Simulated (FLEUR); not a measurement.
Band structure of ZrIn3 (I4/mmm, 4 atoms in the cell).

```xyz
4
Lattice="-2.1501 2.1501 4.9780 2.1501 -2.1501 4.9780 2.1501 2.1501 -4.9780" Properties=species:S:1:pos:R:3 pbc="T T T"
Zr     0.0000     0.0000     0.0000
In     2.1501     0.0000     2.4890
In     0.0000     2.1501     2.4890
In     0.0000     0.0000     4.9780
```

Method: PBEsol, all-electron FLAPW (FLEUR), scalar-relativistic valence.

Settings: Kmax = 3.8 1/bohr; GmaxXC = 11.4 1/bohr; xcFunctional = PBEs; jspins = 1; l_soc = F; mode = hist; fermiSmearingEnergy = 0.00367493 Htr; mesh (inpgen div1-3) = 7 7 7; inpgen gamma flag = false; Gmax = 11.4 1/bohr; numbands = 0; maxIterBroyd = 15; imix = Anderson; alpha = 0.05.

The starting cell comes from a database of computed structures (which also holds hypothetical and non-ambient phases and stackings), without a prior relaxation at this level. Its lattice was rescaled by a random factor within 2.5 % of one. Values depend on the basis (sphere radii, cutoffs, local orbitals), which need not be converged.

Levels in eV from the Fermi level, bands 22 to 29:
```csv
point,22,23,24,25,26,27,28,29
Γ,-2.53,-1.16,-1.16,-1.09,-0.15,1.35,1.85,1.85
X,-4.64,-3.28,-2.31,-2.26,-1.02,1.95,1.99,2.10
Y,-4.91,-3.11,-2.12,-1.57,-0.90,1.45,2.14,2.26
S,-5.33,-1.16,-0.88,-0.58,0.62,0.76,1.57,2.22
Z,-1.96,-0.96,-0.96,-0.20,0.99,0.99,1.34,2.73
S1,-5.33,-1.16,-0.88,-0.58,0.62,0.76,1.57,2.22
N,-3.52,-3.34,-1.16,-0.35,0.50,1.64,2.33,2.51
P,-4.86,-3.75,-1.71,-1.71,-1.41,1.35,1.99,2.16
Y1,-4.91,-3.11,-2.12,-1.57,-0.90,1.45,2.14,2.26
```
